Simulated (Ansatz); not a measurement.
The reference is TiO$_{2}$ in the anatase structure (space group I4_1/amd, No. 141; a = 3.770 Å, c = 9.552 Å). Axes: x, y, z lie along a, b, c of the conventional cell.

All numbers come from Ansatz (an electronic-structure program), PBEsol, PAW, cutoff 420 eV, without spin-orbit coupling.

Base values:

The band gap is 2.11 eV. The smallest direct gap comes out as 2.44 eV.

Modification: biaxial strain +0.60 %, plane normal [001], relaxed out of plane (Cartesian); in-plane vectors clamped, the third vector and the atoms free.

### Question
Estimate the effect on the out-of-plane strain, band gap and smallest direct gap.

### Answer
The out-of-plane strain comes out as -0.89 %; the band gap drops by 0.06 eV (2.11 eV → 2.05 eV); the smallest direct gap drops by 0.037 eV (2.44 eV → 2.41 eV).

Whether these cells are dynamically stable was not tested. The final runs are not spin-polarised.
